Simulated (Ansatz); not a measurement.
## Cu: x(Ni) = 0.5, 4 atoms, P4/nmm

The parent structure is Cu in the fcc (Cu type) structure (space group Fm-3m, No. 225; a = 3.564 Å).

The other end (x = 1) is Ni in the fcc (Cu type) structure (space group Fm-3m, No. 225; ferromagnetic): 10.38 Å³/atom, gap zero.

One thing is altered: a fraction x = 0.5 of the Cu sites is given to Ni, ordered in a cell of 4 atoms (starting symmetry P4/nmm) and fully relaxed.

Method: PBEsol/PAW in Ansatz (a first-principles code), no SOC. k-mesh 19×19×7 (Γ-centred); smearing 0.05 eV (Fermi–Dirac), for the changed cell.

- Volume per atom = 10.81 Å³ (base 11.32 Å³)
- Shortest interatomic distance = 2.423 Å (base 2.520 Å)
- Band gap = zero (base zero)
- Magnetic state = ferromagnetic (base not spin-polarised)
- Largest site moment = 0.42 μB (base 0.00 μB)
- Mixing energy = +0.02 eV/atom (to 0.01 eV only: unlike meshes or grids)

Other magnetic orders, which the real material may have, were not ruled out. These are small ordered cells, not random alloys; other orderings at the same x differ. No phonon test of stability was made. Spin-polarised in the final run: CuNi and Ni; the other runs are not.
